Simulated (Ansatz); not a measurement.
The parent structure is InAs in the zinc blende structure (space group F-43m, No. 216; a = 6.1096 Å). Axes: x, y, z lie along the cube axes.

Calculations: r2SCAN in Ansatz (plane waves to 500 eV, PAW, without spin-orbit coupling).

Strains are applied to the cell and any free atomic positions relax.

One change was made to it. Results:

The band gap grows by 0.03 eV to 0.11 eV; the pressure (mean of the normal stresses, compression positive) goes from zero to 0.88 GPa; the energy goes up by 1.6 meV/atom.

Which change produced these results?
(A) uniaxial strain ε_zz = −3.00 %
(B) uniaxial strain ε_zz = −2.00 %
(C) uniaxial strain ε_zz = −1.50 %

C, uniaxial strain ε_zz = −1.50 %. For comparison, the energy relative to the base in the other runs: uniaxial strain ε_zz = −3.00 % gives +6.7 meV/atom; uniaxial strain ε_zz = −2.00 % gives +2.9 meV/atom.

No phonon test of stability was made. A zero or small gap of InAs can be the functional's error rather than a property of the material.

Ansatz is a quantum-chemistry and plane-wave program.
